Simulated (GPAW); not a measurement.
# A self-consistent single point of Cr3Co (P6_3/mmc, 8 atoms in the cell) with GPAW

Method: LDA (Perdew-Wang 92), GPAW PAW datasets LDA (gpaw-data 1.0.1) (plane waves; GPAW).

This input was run:

```python
from ase import Atoms
from ase.units import GPa
from gpaw import GPAW, PW

atoms = Atoms(['Cr', 'Cr', 'Cr', 'Cr', 'Cr', 'Cr', 'Co', 'Co'],
              cell=[[5.052234, 0.000000, 0.000000],
                    [-2.526117, 4.375362, 0.000000],
                    [0.000000, 0.000000, 4.058870]],
              scaled_positions=[[0.329590, 0.164795, 0.750000],
                                [0.670410, 0.835205, 0.250000],
                                [0.164795, 0.329590, 0.250000],
                                [0.835205, 0.670410, 0.750000],
                                [0.835205, 0.164795, 0.750000],
                                [0.164795, 0.835205, 0.250000],
                                [0.666667, 0.333333, 0.250000],
                                [0.333333, 0.666667, 0.750000]],
              pbc=True)

atoms.set_initial_magnetic_moments([3.0, 3.0, 3.0, 3.0, 3.0, 3.0, 3.0, 3.0])

calc = GPAW(spinpol=True,
            mode=PW(800),
            xc='LDA',
            kpts={'size': (6, 6, 6), 'gamma': True},
            occupations={'name': 'marzari-vanderbilt', 'width': 0.2},
            nbands=-14,
            convergence={'density': 1e-05},
            symmetry={'symmorphic': False, 'tolerance': 0.0005},
            maxiter=100)

atoms.calc = calc

energy = atoms.get_potential_energy()
print('Energy (eV):', round(energy, 6))
forces = atoms.get_forces()
print('Forces (eV/Ang):')
print(forces.round(5))
stress = atoms.get_stress()
print('Stress (GPa, Voigt):', (stress / GPa).round(4))
```

Output (repeated stretches shortened):

```
Input parameters:
  convergence: {density: 1e-05}
  kpts: {gamma: True,
         size: (6, 6, 6)}
  maxiter: 100
  mode: {ecut: 800.0,
         name: pw}
  nbands: -14
  occupations: {name: marzari-vanderbilt,
                width: 0.2}
  spinpol: True
  symmetry: {symmorphic: False,
             tolerance: 0.0005}

species:
  Cr:
    name: Chromium
    Z: 24.0
    valence: 6
    core: 18
    charge: 0.0
    file: Cr.LDA.gz

    # Using partial waves for Cr as LCAO basis

  Co:
    name: Cobalt
    Z: 27.0
    valence: 9
    core: 18
    charge: 0.0
    file: Co.LDA.gz

    # Using partial waves for Co as LCAO basis

Reference energy: -246836.633578  # eV

Spin-polarized calculation.
Initial magnetic moment: 24.000000

Convergence criteria:
 Maximum [total energy] change in last 3 cyles: 0.0005 eV / valence electron
 Maximum integral of absolute [dens]ity change: 1e-05 electrons / valence electron
 Maximum integral of absolute [eigenst]ate change: 4e-08 eV^2 / valence electron
 Maximum number of scf [iter]ations: 100

Symmetries present (total): 24
Symmetries with fractional translations: 12
216 k-points: 6 x 6 x 6 Monkhorst-Pack grid + [1/12,1/12,1/12]
28 k-points in the irreducible part of the Brillouin zone
       k-points in crystal coordinates                weights
   0:     0.00000000    0.00000000    0.00000000          1/216
   1:     0.00000000    0.00000000    0.16666667          2/216
   2:     0.00000000    0.00000000    0.33333333          2/216
   [... 7 lines left out ...]
          ...
  27:     0.50000000    0.50000000    0.50000000          3/216

Wave functions: Plane wave expansion
  Cutoff energy: 800.000 eV
  Number of coefficients (min, max): 4575, 4651
  Pulay-stress correction: 0.000000 eV/Ang^3 (de/decut=0.000000)

Occupation numbers: Marzari-Vanderbilt:
  width: 0.2000  # eV

Eigensolver

Densities:
  Coarse grid: 35*35*28 grid
  Fine grid: 70*70*56 grid
  Total Charge: 0.000000

Density mixing:
  Method: difference
  Backend: pulay
  Linear mixing parameter: 0.05
  old densities: 5
  Damping of long wavelength oscillations: 50

Hamiltonian:
  XC and Coulomb potentials evaluated on a 70*70*56 grid
  External potential:
    NoExternalPotential

Number of atoms: 8
Number of atomic orbitals: 72
Number of bands in calculation: 53
Number of valence electrons: 54
Bands to converge: occupied

Density initialized from atomic densities
  53 bands from LCAO basis set

Atomic positions and initial magnetic moments

Positions:
   0 Cr     1.248874    0.721038    3.044153    ( 0.0000,  0.0000,  3.0000)
   1 Cr     1.277243    3.654324    1.014717    ( 0.0000,  0.0000,  3.0000)
   2 Cr     0.000000    1.442076    1.014717    ( 0.0000,  0.0000,  3.0000)
   3 Cr     2.526117    2.933286    3.044153    ( 0.0000,  0.0000,  3.0000)
   4 Cr     3.803360    0.721038    3.044153    ( 0.0000,  0.0000,  3.0000)
   5 Cr    -1.277243    3.654324    1.014717    ( 0.0000,  0.0000,  3.0000)
   6 Co     2.526120    1.458453    1.014717    ( 0.0000,  0.0000,  3.0000)
   7 Co    -0.000003    2.916909    3.044153    ( 0.0000,  0.0000,  3.0000)

Unit cell:
           periodic     x           y           z      points  spacing
  1. axis:    yes    5.052234    0.000000    0.000000    35     0.1250
  2. axis:    yes   -2.526117    4.375362    0.000000    35     0.1250
  3. axis:    yes    0.000000    0.000000    4.058870    28     0.1450

  Lengths:   5.052234   5.052233   4.058870
  Angles:   90.000000  90.000000 120.000006

Effective grid spacing dv^(1/3) = 0.1378

     iter     time        total  log10-change:  magmom
                         energy   eigst   dens
iter:   1 --:--:--   -76.232982                   +23.9879
iter:   2 --:--:--   -79.414684   -0.82  -1.28    +15.4805
iter:   3 --:--:--   -81.174502   -1.50  -1.32    +5.5370
iter:   4 --:--:--   -81.014525   -1.66  -1.33    +3.9596
iter:   5 --:--:--   -80.959579   -0.67  -1.41    +2.6195
iter:   6 --:--:--   -80.730224   -1.82  -1.65    +1.8839
iter:   7 --:--:--   -80.723286   -2.23  -1.72    +1.6185
iter:   8 --:--:--   -80.527815   -1.38  -1.69    +0.6070
iter:   9 --:--:--   -80.540613   -2.22  -2.32    +0.6047
iter:  10 --:--:--   -80.542882c  -2.53  -2.25    +0.5346
iter:  11 --:--:--   -80.529196c  -2.38  -2.23    +0.4894
iter:  12 --:--:--   -80.533233c  -2.70  -2.64    +0.3657
iter:  13 --:--:--   -80.535289c  -2.83  -2.71    -0.0731
iter:  14 --:--:--   -80.536570c  -2.93  -2.67    -0.0231
iter:  15 --:--:--   -80.539167c  -3.00  -2.62    -0.0365
   [... 22 lines left out ...]
iter:  38 --:--:--   -80.539119c  -5.74  -4.39    -0.0001
iter:  39 --:--:--   -80.539120c  -5.98  -4.64    -0.0001
iter:  40 --:--:--   -80.539120c  -6.07  -4.77    -0.0001
iter:  41 --:--:--   -80.539120c  -6.16  -4.80    -0.0001
iter:  42 --:--:--   -80.539121c  -6.26  -4.97    -0.0001
iter:  43 --:--:--   -80.539121c  -6.32  -5.04c   -0.0001
iter:  44 --:--:--   -80.539121c  -6.45  -5.09c   -0.0001
iter:  45 --:--:--   -80.539121c  -6.51  -5.29c   -0.0001
iter:  46 --:--:--   -80.539122c  -6.55  -5.49c   -0.0000
iter:  47 --:--:--   -80.539122c  -6.63  -5.52c   -0.0000
iter:  48 --:--:--   -80.539122c  -6.64  -5.50c   -0.0000
   [... 3 lines left out ...]
iter:  52 --:--:--   -80.539122c  -6.99  -5.53c   -0.0000
iter:  53 --:--:--   -80.539122c  -7.11  -5.51c   -0.0000
iter:  54 --:--:--   -80.539122c  -7.12  -5.52c   -0.0000
iter:  55 --:--:--   -80.539122c  -7.26  -5.71c   -0.0000
iter:  56 --:--:--   -80.539122c  -7.30  -5.77c   -0.0000
iter:  57 --:--:--   -80.539122c  -7.43c -5.77c   -0.0000

Converged after 57 iterations.

Dipole moment: (-0.000000, -0.000000, 0.000000) |e|*Ang

Total magnetic moment: (0.000000, 0.000000, -0.000017)
Local magnetic moments:
   0 Cr ( 0.000000,  0.000000, -0.000001)
   1 Cr ( 0.000000,  0.000000, -0.000001)
   2 Cr ( 0.000000,  0.000000, -0.000001)
   3 Cr ( 0.000000,  0.000000, -0.000001)
   4 Cr ( 0.000000,  0.000000, -0.000001)
   5 Cr ( 0.000000,  0.000000, -0.000001)
   6 Co ( 0.000000,  0.000000, -0.000005)
   7 Co ( 0.000000,  0.000000, -0.000005)

Energy contributions relative to reference atoms: (reference = -246836.633578)

Kinetic:        -63.576790
Potential:      +32.424708
External:        +0.000000
XC:             -50.051728
Entropy (-ST):   +0.021457
Local:           +0.643231
SIC:             +0.000000
--------------------------
Free energy:    -80.539122
Extrapolated:   -80.539122

Spin contamination: 0.000001 electrons
Showing only first 2 kpts
                      Up                     Down
 Kpt  Band  Eigenvalues  Occupancy  Eigenvalues  Occupancy
  0    25     10.26142    1.02772     10.26142    1.02772
  0    26     10.74896    0.23777     10.74895    0.23777
  0    27     10.74898    0.23771     10.74897    0.23772
  0    28     10.75787    0.21536     10.75787    0.21537

  1    25     10.99569    0.00392     10.99569    0.00392
  1    26     10.99771    0.00374     10.99771    0.00374
  1    27     10.99772    0.00374     10.99772    0.00374
  1    28     11.14691    0.00007     11.14691    0.00007

Fermi level: 10.69522

No gap
No difference between direct/indirect transitions
Energy (eV): -80.539122

Forces in eV/Ang:
  0 Cr    0.02171    0.01253    0.00000
  1 Cr   -0.02171   -0.01253   -0.00000
  2 Cr    0.00000    0.02506   -0.00000
  3 Cr   -0.00000   -0.02506   -0.00000
  4 Cr   -0.02171    0.01253   -0.00000
  5 Cr    0.02171   -0.01253   -0.00000
  6 Co   -0.00000   -0.00000   -0.00000
  7 Co   -0.00000    0.00000    0.00000

Stress tensor:
     0.087938     0.000000     0.000000
    -0.000000     0.087938    -0.000000
     0.000000    -0.000000     0.095412
Stress (GPa, Voigt): [14.0893 14.0893 15.2866 -0.      0.      0.    ]
```

The run converged in 57 iterations. GPAW prints stress with tension positive.

The starting cell comes from a database of computed structures (which also holds hypothetical and non-ambient phases and stackings), without a prior relaxation at this level. Its lattice was rescaled by a random factor within 2.5 % of one. The starting moments vanished: the run ended non-magnetic, which need not be the lowest state. With a pressure of about -14 GPa the cell is away from its equilibrium volume at this level.

Cost on one core of a shared machine: roughly 20 min.
